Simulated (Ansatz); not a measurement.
Seebeck coefficient (μV/K, mean over directions) of n-type LaWN$_{3}$ (R3c) against carrier density, PBEsol, rigid bands (Ansatz, an electronic-structure program). Computed gap 0.99 eV; densities at which minority carriers matter at this gap, or further valleys turn the trend, are left out. Conductivity mass 0.94 mₑ (harmonic mean over directions), N_c = 9.8e19 cm⁻³ at 300 K.

| electron density | 300 K | 500 K |
|---|---|---|
| 1e17 cm⁻³ | ___ | -862 |
| 1e18 cm⁻³ | -590 | ___ |
| 3e18 cm⁻³ | -496 | -569 |
| 1e19 cm⁻³ | -392 | -465 |
| 3e19 cm⁻³ | -299 | ___ |
| 1e20 cm⁻³ | -201 | -272 |
| 3e20 cm⁻³ | -121 | -190 |
| 1e21 cm⁻³ | -78 | -130 |

### Question
Complete the blanks.

### Answer

- 1e17 cm⁻³, 300 K: -788
- 1e18 cm⁻³, 500 K: -663
- 3e19 cm⁻³, 500 K: -372

Rigid bands with a gap fixed in temperature, one relaxation time for all states, no polarons or phonon drag, and whether or not such doping can be reached. Spin-orbit coupling is left out; with 5d elements it also splits d-like band edges.

Computed structure with no diffraction record at hand here (it may be known, metastable or hypothetical): LaWN3 (R3c).
